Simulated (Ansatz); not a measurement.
Cells marked so need not be the phases stable at ambient conditions, and some may be hypothetical.

The gap is the functional's own, uncorrected, and κ follows it; spin-orbit coupling is left out. Mid-gap values are interpolated between the computed energies.

A. Mg3Sb2 (P-3m1, not sure to be the ambient phase, 5 atoms a cell, 26.2 Å³ an atom), along the normal of (100)
B. CuI (P4/nmm, not sure to be the ambient phase, 4 atoms a cell, 25.1 Å³ an atom, 2 GPa at this level), along the normal of (110)
C. AlN (F-43m, zinc blende, 2 atoms a cell, 10.4 Å³ an atom), along the normal of (111)

Problem. Order them by mid-gap decay constant of the slowest evanescent state (highest first) at the level Ansatz (a program for electronic structure) with r2SCAN.

Solution. C (0.28 1/Å), B (0.18 1/Å), A (0.11 1/Å)
